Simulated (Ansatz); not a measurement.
NbRu$_{3}$ (Pm-3m), Ansatz (a program for electronic structure) with PBEsol, DFPT electron-phonon coupling, linearised Boltzmann equation: phonon-limited resistivity 12.4 μΩ·cm at 300 K, 16.9 μΩ·cm at 400 K, current-weighted mean free path 5.0 nm, Drude plasma energy 8.03 eV.

Task: Estimate the electronic thermal conductivity at 300 K by the Wiedemann-Franz law (L₀ = 2.44×10⁻⁸ W·Ω/K²).

Result: L₀T/ρ = 2.44×10⁻⁸ × 300/(12.4×10⁻⁸) = 59.0 W/(m·K). Inelastic scattering puts the true Lorenz number somewhat under L₀ near and below the Debye temperature.

Task: What Drude relaxation time do resistivity and plasma energy imply?

Result: ω_p = 1.22e16 s⁻¹, so τ = 1/(ε₀ ω_p² ρ) = 6.12 fs, a damping ħ/τ of 108 meV.

Task: What temperature coefficient of resistance follows, and how does it compare with 1/T?

Result: (ρ₄₀₀ − ρ₃₀₀)/(100 K × ρ₃₀₀) = 3.63×10⁻³ K⁻¹, against 1/T = 3.33×10⁻³ K⁻¹ for a resistivity proportional to T. It lies higher because phonons are still being populated at 300 K; impurities would add a constant and lower it.

A metal at this level (no band gap). Only scattering by harmonic phonons is included (no impurities, grain boundaries, electron-electron scattering or thermal expansion). Spin-orbit coupling is left out. Halving the electron mesh (24x24x24) moves the resistivity by up to 3 % at 300 K, the mean free path by up to 3 %. Smearing 0.20 eV; phonons on a 4x4x4 q mesh, which this run doesn't test.

Computed structure with no diffraction record at hand here (it may be known, metastable or hypothetical): NbRu3 (Pm-3m).
